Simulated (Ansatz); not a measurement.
A self-consistent single point of MgS (R3m, 2 atoms in the cell) with Ansatz (a quantum-chemistry and plane-wave program).

Method: LDA (PW92), default PAW files made with PBE (plane waves; Ansatz).

The change in words: lattice scaled by 0.98; basis.ecutrho_ratio: default → 6. Reference geometry:
```yaml
crystal:
  lattice:
    - [0.00000, 2.84729, 2.84729]
    - [2.84729, 0.00000, 2.84729]
    - [2.84729, 2.84729, 0.00000]
  atoms:
    - { symbol: Mg, position: [0.00507, 0.00507, 0.00507] }
    - { symbol: S, position: [0.75000, 0.75000, 0.75000] }
```

Reference input (self-consistent single point, DFT, LDA (PW92), plane waves, default PAW files made with PBE): basis.ecutwfc = 420 eV; kpoints.mp_grid.grid = 8 8 8; hamiltonian.xc = lda; hamiltonian.pseudopotentials = {kind: paw} (the program's default PAW files); scf.occupations.method = fixed. This run's input differs from it in these lines:

Ansatz 0.2 input:
```diff
@@ -2,5 +2,5 @@
   lattice:
-    - [0.00000000, 2.84728600, 2.84728600]
-    - [2.84728600, 0.00000000, 2.84728600]
-    - [2.84728600, 2.84728600, 0.00000000]
+    - [0.00000000, 2.79034000, 2.79034000]
+    - [2.79034000, 0.00000000, 2.79034000]
+    - [2.79034000, 2.79034000, 0.00000000]
   atoms:
@@ -10,2 +10,3 @@
   ecutwfc: 420.0
+  ecutrho_ratio: 6
 kpoints:
```

The program printed (abridged):

```
SCF iter   1: F=—  HF=-2774.005172 eV  |F-HF|=—  |Δ(HF+E_count)|=         —  Δρ=6.09e-3  dr2=1.11e-2  ethr=1.77e-3  ⟨swp⟩=4.9  Hψ=4227  notcnv=0  defer=124
all-band conjugate gradients solve this SCF's bands
preconditioner: auto → none
SCF iter   2: F=—  HF=-2773.998223 eV  |F-HF|=—  |Δ(HF+E_count)|=   6.95e-3  Δρ=2.42e-3  dr2=1.30e-3  ethr=6.95e-5  ⟨swp⟩=3.0  Hψ=1952  notcnv=0  defer=126
SCF iter   3: F=—  HF=-2773.997592 eV  |F-HF|=—  |Δ(HF+E_count)|=   6.30e-4  Δρ=4.14e-4  dr2=6.22e-5  ethr=8.14e-6  ⟨swp⟩=2.0  Hψ=1432  notcnv=0  defer=128
SCF iter   4: F=—  HF=-2773.997575 eV  |F-HF|=—  |Δ(HF+E_count)|=   1.69e-5  Δρ=1.01e-4  dr2=3.22e-6  ethr=3.89e-7  ⟨swp⟩=2.0  Hψ=936  notcnv=0  defer=91
SCF iter   5: F=—  HF=-2773.997575 eV  |F-HF|=—  |Δ(HF+E_count)|=   9.22e-7  Δρ=1.43e-5  dr2=1.19e-7  ethr=2.02e-8  ⟨swp⟩=2.0  Hψ=1040  notcnv=0  defer=73
SCF iter   6: F=-2773.997575 eV  HF=-2773.997575 eV  |F-HF|=3.13e-10  |Δ(HF+E_count)|=   1.70e-8  Δρ=3.02e-6  dr2=3.05e-9  ethr=6.25e-10  ⟨swp⟩=6.4  Hψ=3625  notcnv=0
SCF 1 converged in 6 iterations: F = -2773.997575 eV  dr2 = 3.05e-9
Free energy (F): -2773.997575 eV
Internal energy: -2773.997575 eV  (E = F + TS)
E sigma→0 (E₀):  -2773.997575 eV
Fermi energy:    3.359742 eV
--- Forces (eV/Å), atoms counted from 1 ---
  atom   1  Mg    -0.15666440    -0.15666440    -0.15666440
  atom   2  S      0.15666455     0.15666455     0.15666455
--- Stress (GPa, compression-positive) ---
        0.501680      -0.671583      -0.671583
       -0.671583       0.501680      -0.671583
       -0.671583      -0.671583       0.501680
  P = ⅓ Tr σ = 0.5017 GPa (5.017 kbar)
  The stress holds the Pulay correction. Without it, at fixed plane waves, as pw.x and ABINIT print it: P = 0.4944 GPa
```

The run converged in 6 iterations. Against the reference run the free energy goes down by 10.9 meV/atom, the pressure goes from -2.90 to 0.50 GPa, the largest force goes from 0.229 to 0.271 eV/Å and the gap on the mesh goes from 3.026 to 3.327 eV.

The starting cell comes from a database of computed structures (which also holds hypothetical and non-ambient phases and stackings), without a prior relaxation at this level. Its lattice was rescaled by up to half a per cent. One atom was moved a little off its site on purpose. For this run, on top of that: lattice scaled by 0.98. Ansatz's pressure includes its estimate of the finite-basis (Pulay) stress.
